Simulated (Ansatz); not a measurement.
Take MgO in the rock salt structure (space group Fm-3m, No. 225) as the base.

```yaml
crystal:
  lattice:
    - [0.00000, 2.10221, 2.10221]
    - [2.10221, 0.00000, 2.10221]
    - [2.10221, 2.10221, 0.00000]
  atoms:
    - { symbol: Mg, position: [0.00000, 0.00000, 0.00000] }
    - { symbol: O, position: [0.50000, 0.50000, 0.50000] }
```

Cartesian axes are those of the cell as printed.

All numbers come from plane-wave PAW DFT at the r2SCAN level (Ansatz, a program for electronic structure, 500 eV), no spin-orbit coupling.

One thing is altered: an isotropic linear strain of +2.50 %; the atoms relax in the strained cell.

Q: Predict the stress tensor and what it implies for the stiffness.

A: Stress of the strained cell less that of the base (GPa, compression positive):
```
 -10.62    0.00    0.00
   0.00  -10.62    0.00
   0.00    0.00  -10.62
```

Then B = −ΔP/(ΔV/V₀) with ΔV/V₀ = 0.0769 gives secant stiffness values (nonlinear terms included at this strain): B ≈ 138 GPa.

As a check, the harmonic strain energy −½ V₀ Δσ:ε is 23 meV/atom; the computed energy rise is 25 meV/atom.

No phonon test of stability was made.
